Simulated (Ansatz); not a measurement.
# A computed series for InSb: pressure series

Start from InSb in the zinc blende structure (space group F-43m, No. 216; a = 6.519 Å).

Cell and atoms are relaxed at each pressure.

Level of theory: PBEsol (Ansatz, a quantum-chemistry and plane-wave program), scalar-relativistic without spin-orbit coupling.

Notes on the quantities. enthalpy: H = E + PV relative to the base's energy.

```csv
case,lattice parameter a,band gap,enthalpy
base,6.519 Å,zero,–
pressure 0.9 GPa,6.475 Å,zero,+0.19 eV/atom
pressure 2.1 GPa,[?],zero,+0.44 eV/atom
pressure 4.5 GPa,6.335 Å,[?],+0.93 eV/atom
pressure 9 GPa,[?],0.49 eV,+1.79 eV/atom
pressure 15 GPa,6.076 Å,0.81 eV,+2.88 eV/atom
pressure 22.5 GPa,5.951 Å,0.66 eV,+4.15 eV/atom
```

Question: Some entries are withheld; estimate them.

Answer: 
- pressure 2.1 GPa, lattice parameter a: 6.424 Å
- pressure 4.5 GPa, band gap: 0.12 eV
- pressure 9 GPa, lattice parameter a: 6.206 Å

Spin-orbit coupling, missing from the scalar runs, can matter with Sb. Load acts through the strain it causes; cell and atoms are relaxed under it. No phonon test of stability was made. Tetrahedral semiconductors of this kind turn to denser phases somewhere between about 1 and 50 GPa; those were not computed, so compressed cells here can lie past the real transition. The final runs are not spin-polarised. A zero or small gap of InSb can be the functional's error rather than a property of the material.
